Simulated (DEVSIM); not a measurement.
## abrupt GaAs p-n junction

Structure: abrupt GaAs p-n junction, at 300 K.

```tsv
layer (left to right)	material	thickness (μm)	Nd (cm⁻³)	Na (cm⁻³)	τn (s)	τp (s)
1	GaAs	0.350	-	9.3e15	6.3e-10	6.3e-10
2	GaAs	17.0	5.1e15	-	6.3e-10	6.3e-10
```

Left contact: ohmic. Right contact: ohmic. Voltage is applied to the left contact. Recombination: SRH at mid-gap. Mobility is μmin + (μ − μmin)/(1 + (N/Nref)^α).

The device is made up for the run: typed textbook-type constants, with dimensions and the other settings drawn at random. Values at 300 K.

```
parameter        GaAs
-------------  ------
gap (eV)        1.424
affinity (eV)    4.07
permittivity     12.9
Nc (cm⁻³)      4.7e17
Nv (cm⁻³)        9e18
μn (cm²/Vs)      8500
μp (cm²/Vs)       400
μn,min            500
μp,min             20
Nref,n           6e16
Nref,p         1.5e17
αn               0.39
αp               0.38
```

Model (solved in DEVSIM): 1D drift-diffusion, Boltzmann statistics, complete ionisation; no tunnelling, impact ionisation, image-force lowering or self-heating.

The potential step across the device at zero bias is 1.129 V and the largest field in the device at zero bias comes out as 32000 V/cm. The dark forward voltage at 1 A/cm² comes out as 0.906 V. The dark forward voltage at 100 A/cm² comes out as 1.067 V.

Small-signal capacitance in reverse bias (quasi-static):

| V (V) | C (nF/cm²) |
|---|---|
| -0.2 | 15.4 |
| -0.5 | 13.9 |
| -1 | 12.2 |
| -1.5 | 11.2 |
| -2 | 10.4 |
| -3 | 9.37 |
| -4 | 8.59 |
| -5 | 7.98 |
| -6.5 | 7.27 |
| -8 | 6.72 |
| -10 | 6.15 |

Dark reverse current:

```json
[
 {"V (V)": "-0.20", "J (A/cm²)": "-2.3e-9"},
 {"V (V)": "-0.50", "J (A/cm²)": "-4.7e-9"},
 {"V (V)": "-1.00", "J (A/cm²)": "-8.2e-9"},
 {"V (V)": "-1.50", "J (A/cm²)": "-1.1e-8"},
 {"V (V)": "-2.00", "J (A/cm²)": "-1.4e-8"},
 {"V (V)": "-3.00", "J (A/cm²)": "-1.9e-8"},
 {"V (V)": "-4.00", "J (A/cm²)": "-2.3e-8"},
 {"V (V)": "-5.00", "J (A/cm²)": "-2.6e-8"},
 {"V (V)": "-6.50", "J (A/cm²)": "-3.1e-8"},
 {"V (V)": "-8.00", "J (A/cm²)": "-3.5e-8"},
 {"V (V)": "-10.00", "J (A/cm²)": "-4.0e-8"}
]
```
